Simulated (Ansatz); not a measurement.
Y₃Si₅ (model structure, started from the Yb3Si5 type, P-62m, No. 189, 8 atoms in the cell): properties by level of theory

```tsv
level (code)	lattice parameter a (Å)	lattice parameter c (Å)	bulk modulus (GPa)	cohesive energy (eV/atom)
LDA (Ansatz)	?	4.110	91.7	5.94
PBE (Ansatz)	6.595	4.185	76.2	?
PBEsol (Ansatz)	?	?	?	5.59
r²SCAN (Ansatz)	?	4.162	76.0	5.17
```

**Question.** Complete the blanks.

**Answer.** 
- LDA (Ansatz, a program for electronic structure), lattice parameter a (Å): 6.465
- PBE (Ansatz), cohesive energy (eV/atom): 5.11
- PBEsol (Ansatz), lattice parameter a (Å): 6.507
- PBEsol (Ansatz), lattice parameter c (Å): 4.146
- PBEsol (Ansatz), bulk modulus (GPa): 87.3
- r²SCAN (Ansatz), lattice parameter a (Å): 6.641

Caveats: the bulk modulus is −V dP/dV from two relaxed cells at ±2 % in volume (LDA, PBE, PBEsol, r²SCAN). Ansatz's density-functional and Hartree–Fock values are scalar-relativistic unless marked +SOC, with PAW data made under PBE.

The crystal itself was run without spin with LDA, PBE, PBEsol, r²SCAN; a magnetic state was not tried in these runs.

Free atoms are spin-polarised, in the lowest state found; at levels without +SOC their spin–orbit coupling is left out.

The computed numbers hold no vibrational or temperature effects.

A model structure was made by putting elements into a prototype or built by hand; it is no filed structure, need not be a known phase, and can be a saddle point held by its symmetry.
